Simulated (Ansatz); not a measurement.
ZrSe2: response to strain

Base system: ZrSe2 in the CdI2 type structure (space group P-3m1, No. 164; layered, stacked along the Cartesian z axis).

```
ZrSe2
1.0
    3.73508     0.00000     0.00000
   -1.86754     3.23467     0.00000
    0.00000     0.00000     6.03154
Zr Se
1 2
Cartesian
  0.00000   0.00000   0.00000
  0.00000   2.15645   1.59878
  1.86754   1.07822   4.43276
```

Strains are applied to the cell and any free atomic positions relax.

All numbers come from PBE-D3(BJ), PAW, 420 eV (Ansatz, a first-principles code; scalar-relativistic without spin-orbit coupling).

Notes on the quantities. pressure: mean of the normal stresses, compression positive.

```csv
isotropic strain (%),pressure (GPa)
-3,4.4
-2.5,3.5
-2,2.7
-1,1.3
-0.5,?
0,0.0
0.5,-0.6
1.5,-1.6
2,-2.0
```

Question: Fit P = P₀ − Bδ + Cδ² with δ = (1 + ε)³ − 1 to the rows shown and predict the withheld row.

Answer: Least squares on the printed values gives P₀ = 0.0 GPa, B = 39.8 GPa (at held cell shape), C = 119 GPa (largest residual 0.0 GPa); this predicts 0.6 GPa, and the run gives 0.6 GPa, in agreement.

No phonon test of stability was made. The final runs are not spin-polarised.
